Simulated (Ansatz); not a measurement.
Structures of equal composition on the (0001) surface of hcp Ru: a layer of Ir in place of the second plane; a layer of Ir in place of the third plane. The slabs share one bottom face, and each structure is named by its start. These are constructed structures in small cells; real faces may alloy, dewet or reconstruct in larger ones, and not all known structures of the face are among them. Slabs of about 11 Å, Fermi-Dirac smearing of 0.1 eV. Bottom of the slabs: a bare face, its two planes held. Relaxed from the named starts with such symmetry as they have, on meshes of like density; energies extrapolated to zero smearing; spin only where a row says so; no spin-orbit coupling, no U. Brackets mark spin-polarised runs, whose order is one that fits the cell.

Computed with PBE (plane waves to 420 eV, PAW; Ansatz, a program for electronic structure).

Problem. Put the candidates in order of energy per 1x1 cell, lowest first, for PBE.

Solution. a layer of Ir in place of the third plane (0.000 eV), a layer of Ir in place of the second plane (0.128 eV)
